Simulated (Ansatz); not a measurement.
Amorphous Zr$_{20}$O$_{41}$K$_{2}$, 63 atoms at 5.19 g/cm³, one PBE-relaxed geometry, zone centre. Methods: PBE, scalar-relativistic without spin-orbit coupling (Ansatz, an electronic-structure program); r2SCAN, scalar-relativistic without spin-orbit coupling (Ansatz); HSE06, scalar-relativistic without spin-orbit coupling (Ansatz). Plane waves to 420 eV (r2SCAN 500 eV); exact exchange is cut at the cell's faces. At PBE the levels at the filled edge of the gap are localised (band-tail or defect states), and the nearest spread-out levels lie 3.9 eV apart at the zone centre. All rungs ran without spin polarisation.

Preparation: random packing, a CHGNet melt and quench, and a DFT relaxation. O atoms were pushed apart under 1.9 Å during the dynamics, to hinder bonds among them. The hot cell started wider than the set density and was brought back towards it in steps. It is the lowest in DFT energy of 2 quenches. It is a model cell: composition and starting density were chosen by hand, and all elements were melted together. No dispersion term was used. Its density started from a set value of 5.07 and ended at 5.19 g/cm³. Cooling (nominally 300 K/ps over its main leg) ran many orders faster than in experiment, which tends to leave more defects and strain. A cell of this size samples the disorder only roughly. Volume and shape were free in the relaxation. On a 2×2×2 Γ-centred mesh force components of up to 0.13 eV/Å stay, since the relaxation ran on the zone centre alone.

The relaxation ran on the zone centre alone. At PBE the level gap is 3.45 eV on a 2×2×2 Γ-centred mesh, and the spacing at the zone centre alone 3.58 eV.

What zone-centre spacing does r2SCAN give, roughly?

4.02 eV (+0.44 eV against PBE).

What zone-centre spacing does HSE06 give, roughly?

5.09 eV (+1.52 eV against PBE).

The highest filled and the lowest empty state spread over these numbers of atoms (participation numbers): PBE: 5.3 and 18.0; r2SCAN: 5.1 and 17.0; HSE06: 5.3 and 16.5.
